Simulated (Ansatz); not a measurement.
Cost and result by functional for the adsorption energy of H2O on the 1x1 (0001) surface of corundum (cut with top plane Al), one in a 1x1 cell, started at the site 'top O', in Ansatz (plane waves, PAW). Single points on the PBE structure, on one kind of machine; costs are rough ratios of the slab run's core time (references not counted) to the cheapest single point. r2SCAN's cost holds its higher cutoff (500 against 420 eV). Differences are taken against HSE06 for comparison alone: no measured value is at hand, so the table doesn't rank accuracy. HSE06 ran on a coarser k-mesh, which lowers its cost and may carry part of its shift.

Host crystal: corundum, with a band gap (PBE, scalar-relativistic without spin-orbit coupling).

Set-up: 23 atoms, 6.7 Å thick at the start under the adsorbate (thin: gaps and levels are the slab's own); mesh 6x6x1; 0.01 eV smearing; dipole correction on; 9 atoms held, the rest relaxed; no symmetry held; no spin, no spin-orbit, no U, no dispersion correction. At the end it is bonded to Al. In PBE it is, or lies within 0.03 eV of, the lowest of the starts that converged. These notes are the PBE run's. Adsorption energies are against H2O(g). A negative adsorption energy means that the adsorbate is more stable on the surface than in its reference.

```
functional                     relative cost  adsorption energy (eV)  less HSE06 (eV)
-----------------------------  -------------  ----------------------  ---------------
RPBE                                       1                   -0.71             0.24
r2SCAN                                     2                   -1.11            -0.16
HSE06                                     10                   -0.95             0.00
PBE (the relaxed run's value)              –                   -0.95             0.00
```

The values span 0.40 eV, while the single points' costs differ by a factor of roughly 10. Differences are of unrounded values.

Ansatz is a program for electronic structure.
